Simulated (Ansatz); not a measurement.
A short convergence ladder for Fe2Ge (P6/mmm, 3 atoms in the cell)

```
CELL_PARAMETERS angstrom
      4.17612     0.00000     0.00000
     -2.08806     3.61663     0.00000
      0.00000     0.00000     2.63435
ATOMIC_POSITIONS crystal
  Fe 0.66667 0.33333 0.50000
  Fe 0.33333 0.66667 0.50000
  Ge 0.00000 0.00000 0.00000
```
Moments meant for the start (each program seeds them in its own way; μB, in the order of the atoms Fe Fe Ge): 4.0 4.0 0.0.

Base method: LDA (PW92), default PAW files made with PBE (plane waves; Ansatz, an electronic-structure program).

Base settings: basis.ecutwfc = 30.9 Ry; kpoints.mp_grid.grid = 9 9 12; hamiltonian.xc = lda; hamiltonian.pseudopotentials = {kind: paw} (the program's default PAW files); magnetization.spin_polarized = true; scf.occupations.method = fermi_dirac; scf.occupations.width = 0.0073 Ry.

Core times come from one kind of shared machine, to one figure; runs under 30 s give none.

**The force threshold of a relaxation**

On Fe₂Ge (P6mm, 3 atoms in the cell): one atom moved by 0.15 angstrom.

In this ladder: relax = atoms.

The mesh stays at the base's, so the ladder's end is converged at best in this setting alone.

Only quantities that move along the ladder and can be compared are tabulated.

| relax.f_tol | free energy less the last step's (meV/atom) | largest force left (eV/Å) | relaxation steps | core time / last (rough) |
|---|---|---|---|---|
| 0.2 eV/Å | 1.75 | 0.0699 | 2 | 0.4 |
| 0.1 eV/Å | 1.75 | 0.0699 | 2 | 0.5 |
| 0.05 eV/Å | 0.03 | 0.0088 | 3 | 0.6 |
| 0.03 eV/Å | 0.03 | 0.0088 | 3 | 0.8 |
| 0.02 eV/Å | 0.03 | 0.0088 | 3 | 0.6 |
| 0.01 eV/Å | 0.00 | 0.0001 | 5 | 0.6 |
| 0.005 eV/Å | 0.00 | 0.0001 | 4 | 0.8 |
| 0.002 eV/Å | 0.00 | 0.0001 | 4 | 0.9 |
| 0.001 eV/Å | 0.00 | 0.0001 | 5 | 1 |

Coarsest relax.f_tol that holds the largest force left within 0.02 eV/Å of the last step, with all finer ones: 0.05 eV/Å; the step before is off by 0.070 eV/Å.

Coarsest relax.f_tol that holds the free energy within 0.05 meV/atom of the last step, with all finer ones: 0.05 eV/Å; the step before is off by 1.7 meV/atom.

Two neighbours can agree and both be off: 0.2 eV/Å and 0.1 eV/Å differ by 0.00 meV/atom in the free energy, yet lie about 1.7 meV/atom from the last step.

On the base run: the starting cell comes from a database of computed structures (which also holds hypothetical and non-ambient phases and stackings), without a prior relaxation at this level. Its lattice was rescaled by up to half a per cent. The magnetic order is the one reached from the typed start; others were not searched systematically. In the base run, with a pressure of about -15 GPa the cell is away from its equilibrium volume at this level.

Keys are those of Ansatz 0.2.
